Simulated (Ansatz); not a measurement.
ZnSnO₃ (Pnma, No. 62, 20 atoms in the cell; start mp-1337169) was calculated with PBEsol+SOC (PAW; Ansatz, an electronic-structure program).

Run with plane-wave cutoff 520 eV, 6×4×6 k mesh (along the axes of the cell as run), Fermi–Dirac smearing 0.01 eV, PAW data made under PBE.

Cell (relaxed with PBEsol):

```xyz
20
Lattice="5.3158 0.0000 0.0000 0.0000 7.8237 0.0000 0.0000 0.0000 5.3036" Properties=species:S:1:pos:R:3 pbc="T T T"
Zn     0.1555     5.8678     0.0456
Zn     5.1603     1.9559     5.2580
Zn     2.5024     1.9559     2.6974
Zn     2.8134     5.8678     2.6062
Sn     0.0000     3.9118     2.6518
Sn     2.6579     3.9118     0.0000
Sn     2.6579     0.0000     0.0000
Sn     0.0000     0.0000     2.6518
O      3.1691     1.9559     4.6297
O      2.1467     5.8678     0.6739
O      4.8046     5.8678     1.9779
O      0.5112     1.9559     3.3257
O      1.7478     7.2693     3.5380
O      3.5681     0.5544     1.7655
O      0.9102     0.5544     0.8863
O      4.4057     7.2693     4.4173
O      4.4057     4.4662     4.4173
O      0.9102     3.3575     0.8863
O      3.5681     3.3575     1.7655
O      1.7478     4.4662     3.5380
```

Problem. Predict the band gap and smallest direct gap on the k points sampled.

Solution. 
- band gap = 1.28 eV
- smallest direct gap on the k points sampled = 1.29 eV

A start named mp-… is a Materials Project structure, which need not be a measured phase.
